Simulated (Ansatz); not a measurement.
An Ansatz (a quantum-chemistry and plane-wave program) run: WC with a change (isotropic strain +1.75 %); r2SCAN in Ansatz (plane waves to 500 eV, PAW, no spin-orbit coupling).

Input:

Ansatz 0.2 input:
```yaml
crystal:
  lattice:
    - [2.9636497892, 0, 0]
    - [-1.4818248946, 2.5665960054, 0]
    - [0, 0, 2.8849763828]
  atoms:
    - { symbol: W, position: [0, 0, 0] }
    - { symbol: C, position: [0.6666666667, 0.3333333333, 0.5] }
basis: { ecutwfc: 500, ecutrho_ratio: 4, xc_grid: 4, fft_grid_basis: typed }
kpoints: { mp_grid: { grid: [23, 23, 20] } }
hamiltonian:
  xc: r2scan
  dispersion: none
  pseudopotentials: { kind: paw }
scf: { occupations: { method: fermi_dirac, width: 0.1 }, convergence: { dr2_threshold: 0.0000000002 } }
relax: { f_tol: 0.005, max_steps: 50 }
output: { forces: true, stress: true }
checkpoint: { write: state.ck, write_every: 1000 }
```

Output:

```
Relaxation: its limit of steps is 50 (relax.max_steps)
Pseudopotentials: kind: paw
Pseudopotential: W, paw, valence charge 14
Pseudopotential: C, paw, valence charge 4
Functional definition: r2SCAN
Crystal: 2 atoms, lattice volume = 21.945 Å³
Basis set: ecut = 500 eV, 575 PW (Γ), exchange–correlation on 96×96×96 points (64 copies of the dense FFT grid, shifted against one another)
Bands: 13, of which v1, the nominal top of the filled ones, is band 9 counted from 1 (8 counted from 0)
Symmetry: 12 space group operations
Space group: P-6m2 (ITA 187), of the structure as read, at distance tolerance 2.8e-5 Å
k-points: 616 of 10580 (time reversal used)
PAW frozen core: W, regenerated for the run's functional
PAW frozen core: C, regenerated for the run's functional
Initial density: superposition of atomic densities (neutral atoms: chi_scale 0, normalization atom), corrected by the library's trained network
Initial wavefunctions: pseudopotential atomic-orbital guess
Eigensolver: davidson
Functional: x = r2scan, c = r2scan; τ floored in thin density (d = 2e-4 eV/Å³)
SCF iter   1: F=—  HF=-10649.189605 eV  |F-HF|=—  |Δ(HF+E_count)|=         —  Δρ=9.66e-3  dr2=6.36e-3  dr2_τ=1.51e-1  ethr=1.77e-3  ⟨swp⟩=5.7  Hψ=43404  notcnv=0
all-band conjugate gradients solve this SCF's bands
preconditioner: auto → none
SCF iter   2: F=—  HF=-10649.255056 eV  |F-HF|=—  |Δ(HF+E_count)|=   6.55e-2  Δρ=6.40e-3  dr2=3.50e-3  dr2_τ=4.58e-4  ethr=3.53e-5  ⟨swp⟩=2.1  Hψ=18963  notcnv=0
SCF iter   3: F=—  HF=-10649.258582 eV  |F-HF|=—  |Δ(HF+E_count)|=   3.53e-3  Δρ=2.58e-3  dr2=9.23e-4  dr2_τ=1.37e-4  ethr=1.94e-5  ⟨swp⟩=2.0  Hψ=11101  notcnv=0
SCF iter   4: F=—  HF=-10649.258854 eV  |F-HF|=—  |Δ(HF+E_count)|=   2.72e-4  Δρ=5.47e-4  dr2=6.65e-5  dr2_τ=4.32e-6  ethr=5.13e-6  ⟨swp⟩=2.1  Hψ=11073  notcnv=0
SCF iter   5: F=—  HF=-10649.258858 eV  |F-HF|=—  |Δ(HF+E_count)|=   4.31e-6  Δρ=1.58e-4  dr2=5.51e-6  dr2_τ=3.13e-7  ethr=3.69e-7  ⟨swp⟩=2.5  Hψ=10932  notcnv=0
SCF iter   6: F=—  HF=-10649.258860 eV  |F-HF|=—  |Δ(HF+E_count)|=   1.78e-6  Δρ=3.08e-5  dr2=1.52e-7  dr2_τ=6.84e-9  ethr=3.06e-8  ⟨swp⟩=2.1  Hψ=10486  notcnv=0
SCF iter   7: F=—  HF=-10649.258860 eV  |F-HF|=—  |Δ(HF+E_count)|=   2.42e-7  Δρ=2.80e-6  dr2=1.32e-9  dr2_τ=2.14e-10  ethr=8.47e-10  ⟨swp⟩=2.0  Hψ=11801  notcnv=0
SCF iter   8: F=—  HF=-10649.258860 eV  |F-HF|=—  |Δ(HF+E_count)|=   1.36e-9  Δρ=1.08e-6  dr2=2.12e-10  dr2_τ=2.92e-11  ethr=1.11e-12  ⟨swp⟩=5.9  Hψ=31752  notcnv=0
SCF iter   9: F=-10649.258860 eV  HF=-10649.258860 eV  |F-HF|=9.09e-12  |Δ(HF+E_count)|=  5.82e-11  Δρ=2.63e-7  dr2=1.80e-11  dr2_τ=1.22e-12  ethr=1.11e-12  ⟨swp⟩=4.4  Hψ=25102  notcnv=0
SCF 1 converged in 9 iterations: F = -10649.258860 eV  dr2 = 1.80e-11
relax step   1: F+E_penalty+E_count = -10649.25885969 eV  Δ(F+E_penalty+E_count) = +0.000e0 eV  max|allowed force component| = 1.110e-16 eV/Å  Δτ_max = 0.0000 Å  (9 SCF iters, accepted)
Crystal: 2 atoms, lattice volume = 21.945 Å³
Initial density: handed on by an earlier stage of this run
Initial wavefunctions: those handed on with the density
iter 1 solved again at ethr=1.00e-12 eV; its pass at ethr=3.10e-3 eV (dr2=1.81e-11 eV) is discarded
SCF iter   1: F=—  HF=-10649.258860 eV  |F-HF|=—  |Δ(HF+E_count)|=         —  Δρ=2.63e-7  dr2=1.80e-11  dr2_τ=1.22e-12  ethr=1.00e-12  ⟨swp⟩=1.9  Hψ=46750  notcnv=0
preconditioner: auto → none
SCF iter   2: F=-10649.258860 eV  HF=-10649.258860 eV  |F-HF|=0.00e0  |Δ(HF+E_count)|=    0.00e0  Δρ=1.76e-7  dr2=8.19e-12  dr2_τ=2.18e-12  ethr=1.00e-12  ⟨swp⟩=4.0  Hψ=23803  notcnv=0
SCF 2 converged in 2 iterations: F = -10649.258860 eV  dr2 = 8.19e-12
the relaxation is at rest under the 12 symmetry operations that the run kept from its start: a minimum is not shown …
SCF converged after 2 iterations
Free energy (F): -10649.258860 eV
Harris-Foulkes:  -10649.258860 eV  (|F-HF|=0.00e0)
Internal energy: -10649.249797 eV  (E = F + TS)
E sigma→0 (E₀):  -10649.254328 eV
Entropy (-TS):   -0.009063 eV (-4.531 meV/atom)
Fermi energy:    19.195398 eV
--- Per-component energies (eV) ---
  E_band       = -96.605247
  E_kinetic    = 537.662864
  E_local      = -705.886299  (includes V_loc(G=0)·N_el)
  E_nonlocal   = 25.434525
  E_hartree    = 246.498215
  E_xc         = -296.302773
  E_vxc        = -324.695768  (∫ρ·V_xc dr)
  E_paw        = -8692.992492  (= ΣΔE_a)
  E_vpaw       = -138.702683  (= ΣTr[D̂ρ^β])
  E_aug_tail   = -0.000043  (compensation charges beyond the density's cutoff)
  E_vtau       = 16.585678  (kinetic-family band-sum trace: ∫τ·v_τ [+ j·A + Jᵃ·Aᵃ] dr)
  E_ewald      = -1763.051071
  E_core_change = -0.612723  (= ΣΔE_core)
  E_smearing   = -0.009063  (= −TS)
  E_closure    = 0.000000  (closes the sum)
  Σ components = -10649.258860   (vs F -10649.258860, Δ=0.00e0)
  [band-id]    e_kinetic+e_local+e_nonlocal+2·e_hartree+e_vxc+e_vpaw+e_augmentation_tail+e_vtau = -96.605295   (vs E_band -96.605247, Δ=-4.84e-5)
--- Forces (eV/Å), atoms counted from 1 ---
  atom   1  W     -0.00000000     0.00000000     0.00000000
  atom   2  C      0.00000000     0.00000000     0.00000000
  max |Σ_I F_I| component: 3.15e-16 eV/Å
--- Stress (GPa, compression-positive) ---
      -17.844347       0.000000       0.000000
        0.000000     -17.844347       0.000000
        0.000000       0.000000     -20.925918
  P = ⅓ Tr σ = -18.8715 GPa (-188.715 kbar)
  The stress holds the Pulay correction. Without it, at fixed plane waves, as pw.x and ABINIT print it: P = -18.9526 GPa
  The stress includes an estimate of the error left by incomplete SCF convergence (largest component 0.0001 GPa).
--- Band table ---
  band table: none
--- Relaxed structure (1 steps of the walk, 1 accepted, 0 SCFs on fresh bases) ---
  F+E_penalty+E_count = -10649.25885969 eV   max|allowed force component| = 1.110e-16 eV/Å
  atoms:
    - { symbol: W, position: [-3.700743415524894e-17, 0.0, 0.0] }
    - { symbol: C, position: [0.6666666666666666, 0.3333333333333333, 0.5] }
```

No phonon test of stability was made. The final runs are not spin-polarised. The cell was made from WC (space group P-6m2, No. 187) by this change: isotropic strain +1.75 %.
